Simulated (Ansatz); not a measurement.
## HfO₂ in the fluorite structure (space group Fm-3m, No. 225)

```cif
data_HfO2
_chemical_formula_sum 'Hf1 O2'
_space_group_name_H-M_alt 'P 1'
_space_group_IT_number 1
_cell_length_a 3.60492
_cell_length_b 3.60492
_cell_length_c 3.60492
_cell_angle_alpha 60.000
_cell_angle_beta 60.000
_cell_angle_gamma 60.000
loop_
_space_group_symop_operation_xyz
  'x, y, z'
loop_
_atom_site_label
_atom_site_type_symbol
_atom_site_fract_x
_atom_site_fract_y
_atom_site_fract_z
_atom_site_occupancy
Hf1 Hf 0.00000 0.00000 0.00000 1
O1 O 0.25000 0.25000 0.25000 1
O2 O 0.75000 0.75000 0.75000 1
```

Computed with PBE (Ansatz, an electronic-structure program, PAW, without spin-orbit coupling), earlier PAW set. Settings: 11×11×11 k-points, 0.05 eV Fermi–Dirac smearing.

* **Volume per atom**: 11.04 Å³
* **Density**: 10.55 g/cm³
* **Band gap**: 3.75 eV, direct at X
* **Electron mass**: 1.2 mₑ along k, 0.74 mₑ across
* **Total energy**: -5620.752 eV/atom (σ→0; compares only within this code and set-up)

Spin-orbit coupling, missing from the scalar runs, can matter with Hf. Effective masses come from finite differences of ±0.01 Å⁻¹. Along k means along the line from Γ to the band edge. Whether these cells are dynamically stable was not tested. This is not the structure that HfO2 has at room temperature and ambient pressure.
